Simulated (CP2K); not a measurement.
# Input and output of a self-consistent single point for Cs₂InCuBr₆ (Fm-3m, 10 atoms in the cell) (CP2K)

Method: PBEsol, GPW, DZVP-MOLOPT-PBE-GTH basis, GTH-PBE potentials (POTENTIAL_UZH) in CP2K.

Input:

```
&GLOBAL
  PROJECT calc
  RUN_TYPE ENERGY_FORCE
  PRINT_LEVEL LOW
&END GLOBAL
&FORCE_EVAL
  METHOD Quickstep
  STRESS_TENSOR ANALYTICAL
  &DFT
    BASIS_SET_FILE_NAME BASIS_MOLOPT_UZH
    POTENTIAL_FILE_NAME POTENTIAL_UZH
    &QS
      METHOD GPW
      EPS_DEFAULT 1E-10
    &END QS
    &MGRID
      CUTOFF 600
      REL_CUTOFF 50
      NGRIDS 5
    &END MGRID
    &SCF
      SCF_GUESS ATOMIC
      EPS_SCF 1E-6
      MAX_SCF 100
      ADDED_MOS 14
      &DIAGONALIZATION
        ALGORITHM STANDARD
      &END DIAGONALIZATION
      &MIXING
        METHOD BROYDEN_MIXING
        ALPHA 0.2
        NBUFFER 8
        BETA 1
      &END MIXING
      &SMEAR ON
        METHOD METHFESSEL_PAXTON
        SIGMA [eV] 0.1
      &END SMEAR
    &END SCF
    &KPOINTS
      SCHEME MONKHORST-PACK 3 3 3
    &END KPOINTS
    &XC
      &XC_FUNCTIONAL
        &PBE
          PARAMETRIZATION PBESOL
        &END PBE
      &END XC_FUNCTIONAL
    &END XC
    &PRINT
      &MO
        EIGENVALUES T
        OCCUPATION_NUMBERS T
        NDIGITS 8
        FILENAME mo
        &EACH
          QS_SCF 0
        &END EACH
        ADD_LAST NUMERIC
      &END MO
      &MULLIKEN OFF
      &END MULLIKEN
    &END PRINT
  &END DFT
  &SUBSYS
    &CELL
      ABC 7.73249500 7.73249603 7.73249546
      ALPHA_BETA_GAMMA 60.00000013 59.99999769 60.00000011
      PERIODIC XYZ
    &END CELL
    &COORD
      SCALED
      Cs       0.75000000     0.75000000     0.75000000
      Cs       0.25000000     0.25000000     0.25000000
      In       0.00000000     0.00000000     0.00000000
      Cu       0.50000000     0.50000000     0.50000000
      Br       0.74587000     0.25413000     0.25413000
      Br       0.25413000     0.74587000     0.74587000
      Br       0.25413000     0.74587000     0.25413000
      Br       0.74587000     0.25413000     0.74587000
      Br       0.25413000     0.25413000     0.74587000
      Br       0.74587000     0.74587000     0.25413000
    &END COORD
    &KIND Cs
      BASIS_SET DZVP-MOLOPT-PBE-GTH-q9
      POTENTIAL GTH-PBE-q9
    &END KIND
    &KIND In
      BASIS_SET DZVP-MOLOPT-PBE-GTH-q13
      POTENTIAL GTH-PBE-q13
    &END KIND
    &KIND Cu
      BASIS_SET DZVP-MOLOPT-PBE-GTH-q11
      POTENTIAL GTH-PBE-q11
    &END KIND
    &KIND Br
      BASIS_SET DZVP-MOLOPT-PBE-GTH-q7
      POTENTIAL GTH-PBE-q7
    &END KIND
  &END SUBSYS
  &PRINT
    &FORCES ON
    &END FORCES
    &STRESS_TENSOR ON
    &END STRESS_TENSOR
  &END PRINT
&END FORCE_EVAL
```

Output, abridged:

```
 GLOBAL| Method name                                                        CP2K
 GLOBAL| Project name                                                       calc
 GLOBAL| Run type                                                   ENERGY_FORCE

 TOTAL NUMBERS AND MAXIMUM NUMBERS

  Total number of            - Atomic kinds:                                   4
                             - Atoms:                                         10
                             - Shell sets:                                    10
                             - Shells:                                        56
                             - Primitive Cartesian functions:                 48
                             - Cartesian basis functions:                    174
                             - Spherical basis functions:                    156

  Maximum angular momentum of- Orbital basis functions:                        3
                             - Local part of the GTH pseudopotential:          2
                             - Non-local part of the GTH pseudopotential:      4

 SCF PARAMETERS         Density guess:                                    ATOMIC
                        max_scf:                                             100
                        max_diis:                                              4
                        eps_scf:                                        1.00E-06
                        eps_diis:                                       1.00E-01
                        eps_eigval:                                     1.00E-05
                        level_shift [a.u.]:                             0.000000
                        added MOs                                        14    0
                        Mixing method:                            BROYDEN_MIXING
                                                charge density mixing in g-space
                        Smear method:                          METHFESSEL_PAXTON
                        Smearing width (sigma) [a.u.]:                  3.67E-03
                        Accuracy threshold:                             1.00E-10
                        No outer SCF

 Extrapolation method: initial_guess

 Number of electrons:                                                         84
 Number of occupied orbitals:                                                 42
 Number of molecular orbitals:                                                56

 Number of orbital functions:                                                156
 Number of independent orbital functions:                                    156

 SCF WAVEFUNCTION OPTIMIZATION

  Step     Update method      Time    Convergence         Total energy    Change
     1 NoMix/Diag. 0.20E+00      -     1.49854453      -224.9331888969 -2.25E+02
     2 Broy./Diag. 0.20E+00      -     0.09564712      -222.9715230258  1.96E+00
     3 Broy./Diag. 0.20E+00      -     1.11388512      -223.9724643035 -1.00E+00
     4 Broy./Diag. 0.20E+00      -     0.76589715      -225.7870029621 -1.81E+00
     5 Broy./Diag. 0.20E+00      -     0.12006157      -224.7478664652  1.04E+00
     6 Broy./Diag. 0.20E+00      -     0.10141402      -224.8196819535 -7.18E-02
     7 Broy./Diag. 0.20E+00      -     0.00718468      -224.8038885349  1.58E-02
   [... 8 lines left out ...]
    16 Broy./Diag. 0.20E+00      -     0.00001903      -224.7254892674 -6.73E-05
    17 Broy./Diag. 0.20E+00      -     0.00000844      -224.7255625880 -7.33E-05
    18 Broy./Diag. 0.20E+00      -     0.00000303      -224.7255817082 -1.91E-05
    19 Broy./Diag. 0.20E+00      -     0.00000177      -224.7255934652 -1.18E-05
    20 Broy./Diag. 0.20E+00      -     0.00000056      -224.7255926990  7.66E-07

  *** SCF run converged in    20 steps ***

  Electronic density on regular grids:        -83.9999999819        0.0000000181
  Core density on regular grids:               83.9999999884       -0.0000000116
  Total charge density on r-space grids:        0.0000000065
  Total charge density g-space grids:           0.0000000065

  Overlap energy of the core charge distribution:               0.00000000031852
  Self energy of the core charge distribution:               -405.07221029821716
  Core Hamiltonian energy:                                    103.80313845300255
  Hartree energy:                                             113.27049725051737
  Exchange-correlation energy:                                -36.72690492490983
  Smearing free energy correction:                             -0.00011317967190
  Fermi energy:                                                 0.09524700079093

  Total energy:                                              -224.72559269897189

 ENERGY| Total FORCE_EVAL ( QS ) energy [hartree]           -224.725590980489329

 FORCES| Atomic forces [hartree/bohr]
 FORCES|   Atom     x               y               z               |f|
 FORCES|      1 -2.46408285E-09 -7.01603907E-10 -1.16910526E-10   2.56468719E-09
 FORCES|      2 -3.66810630E-09 -1.01485857E-09 -1.67884605E-09   4.15974348E-09
 FORCES|      3  2.11841709E-09 -3.69348618E-10  2.66351615E-10   2.16680700E-09
 FORCES|      4  2.32392204E-10  9.83307693E-10  7.94579235E-10   1.28540123E-09
 FORCES|      5  1.26157674E-09  1.05940630E-03  7.49113810E-04   1.29750268E-03
 FORCES|      6 -4.10660217E-10 -1.05940524E-03 -7.49115748E-04   1.29750293E-03
 FORCES|      7  9.17475804E-04 -5.29695355E-04  7.49107353E-04   1.29749792E-03
 FORCES|      8 -9.17474111E-04  5.29698244E-04 -7.49108817E-04   1.29749875E-03
 FORCES|      9  9.17470418E-04  5.29696918E-04 -7.49107211E-04   1.29749467E-03
 FORCES|     10 -9.17469182E-04 -5.29699759E-04  7.49111355E-04   1.29749734E-03
 FORCES| Sum    -4.96154224E-13  7.68675618E-12  7.09462361E-12
 FORCES| Total atomic force                                       1.04721571E-11

 STRESS| Analytical stress tensor [bar]
 STRESS|                        x                   y                   z
 STRESS|      x       -1.45338529689E+04   4.10985547542E-02   3.08463687259E-02
 STRESS|      y        4.10985547542E-02  -1.45339565182E+04   2.08826947834E-02
 STRESS|      z        3.08463687259E-02   2.08826947834E-02  -1.45339157818E+04
 STRESS| 1/3 Trace                                            -1.45339084230E+04
```

The run converged in 20 iterations.

The starting cell comes from a database of computed structures (which also holds hypothetical and non-ambient phases and stackings), without a prior relaxation at this level. Spin polarisation is off, so a magnetic state, if there is one, cannot be reached. Values carry the incompleteness of an atom-centred basis. The potentials were made for another functional than the one used. The run gives no clean gap (levels at the Fermi energy touch, overlap or are partly filled at this smearing), which alone does not show that the compound is a metal.

Cost on one core of a shared machine: roughly 3 min.
